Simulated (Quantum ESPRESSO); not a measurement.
Convergence study of the SCF threshold for Sb (R-3m, 2 atoms in the cell)

```
Sb
1.0
    2.16578    -1.25041     3.77545
    0.00000     2.50082     3.77545
   -2.16578    -1.25041     3.77545
Sb
2
Direct
  0.23791   0.23791   0.23791
  0.76650   0.76650   0.76650
```

Method: PBEsol, PSlibrary PAW (PBE) pseudopotentials (plane waves; Quantum ESPRESSO).

Base settings: ecutwfc = 30 Ry; ecutrho = 180 Ry; occupations = smearing; smearing = fd; degauss = 0.0073499 Ry; input_dft = pbesol; potentials = {Sb: Sb.pbe-n-kjpaw_psl.1.0.0.UPF}; K_POINTS = automatic 9 9 9 0 0 0; conv_thr = 1e-11 Ry.

The mesh stays at the base's, so the ladder's end is converged at best in this setting alone.

Only quantities that move along the ladder and can be compared are tabulated.

The count of work is k-points × plane waves × bands × iterations; it is no time. 

The starting cell has typed, rounded lattice constants, without a prior relaxation at this level. Its lattice was rescaled by up to half a per cent. One atom was moved a little off its site on purpose.

| conv_thr | free energy less the last step's (meV/atom) | pressure (GPa) | largest difference of a force vector from the last step's (eV/Å) | count of work / last |
|---|---|---|---|---|
| 0.0073 Ry | 0.99 | -1.76 | 0.056 | 0.10 |
| 0.00073 Ry | 0.25 | -1.69 | 0.004 | 0.20 |
| 7.3e-05 Ry | 0.08 | -1.59 | 0.009 | 0.30 |
| 7.3e-06 Ry | 0.08 | -1.59 | 0.009 | 0.30 |
| 7.3e-07 Ry | 0.00 | -1.57 | 0.000 | 0.50 |
| 7.3e-08 Ry | 0.00 | -1.57 | 0.000 | 0.50 |
| 7.3e-09 Ry | 0.00 | -1.58 | 0.000 | 0.60 |
| 7.3e-10 Ry | 0.00 | -1.58 | 0.000 | 0.70 |
| 1e-11 Ry | 0.00 | -1.58 | 0.000 | 0.90 |
| 7.3e-12 Ry | 0.00 | -1.58 | 0.000 | 0.90 |
| 7.3e-14 Ry | 0.00 | -1.58 | 0.000 | 1.0 |

Coarsest conv_thr that holds the free energy within 0.5 meV/atom of the last step, with all finer ones: 0.00073 Ry, at 0.20 of the last step's count of work; the step before is off by 0.99 meV/atom.

Coarsest conv_thr that holds the forces within 0.02 eV/Å of the last step, with all finer ones: 0.00073 Ry, at 0.20 of the last step's count of work; the step before is off by 0.056 eV/Å.

Coarsest conv_thr that holds the pressure within 0.1 GPa of the last step, with all finer ones: 7.3e-05 Ry, at 0.30 of the last step's count of work; the step before is off by 0.11 GPa.
